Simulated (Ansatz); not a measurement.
How the lattice parameter c of TaAg (model structure, P4/mmm, No. 123, 2 atoms in the cell) moves with the method

No measured value is used here.

```csv
level (code),value (Å)
LDA (Ansatz),4.323
PBE (Ansatz),4.377
PBEsol (Ansatz),___
r²SCAN (Ansatz),4.333
```

Task: Some entries are withheld; supply them.

Result: 
- PBEsol (Ansatz, a first-principles code), value (Å): 4.318

Density-functional levels without +SOC have no spin–orbit coupling. Cutoffs differ between the levels. Ansatz's density-functional and Hartree–Fock values are scalar-relativistic unless marked +SOC, with PAW data made under PBE.

A model structure was made by putting elements into a prototype or built by hand; it is no filed structure, need not be a known phase, and can be a saddle point held by its symmetry.
